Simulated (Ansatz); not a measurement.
# Response to strain in MoS2

Start from MoS$_{2}$ in the 2H-MoS2 type structure (space group P6_3/mmc, No. 194; a = 3.1732 Å, c = 12.4370 Å; layered, stacked along the Cartesian z axis). Axes: x lies along a and z along c of the hexagonal cell.

Strains are applied to the cell and any free atomic positions relax; under biaxial strain the out-of-plane vector relaxes too; under stress the whole cell relaxes.

Levels (all Ansatz, an electronic-structure program, PAW, earlier PAW set): r2SCAN+rVV10 (500 eV, no SOC); HSE06 (420 eV, spin-orbit coupling left out).

Band gaps by level, all at the geometries relaxed with r2SCAN+rVV10:

```csv
case,r2SCAN+rVV10,HSE06
base,1.01 eV,1.47 eV
"biaxial strain −3.04 %, plane normal [001], relaxed out of plane",1.16 eV,1.64 eV
"uniaxial stress, 3 GPa compression along x",1.03 eV,1.51 eV
```

Single points use the geometry relaxed with r2SCAN+rVV10. The hybrid gap comes from the SCF mesh plus the semilocal run's edge points and a few special points and is an upper bound. Beyond what the load breaks, stability against distortions was not tested.
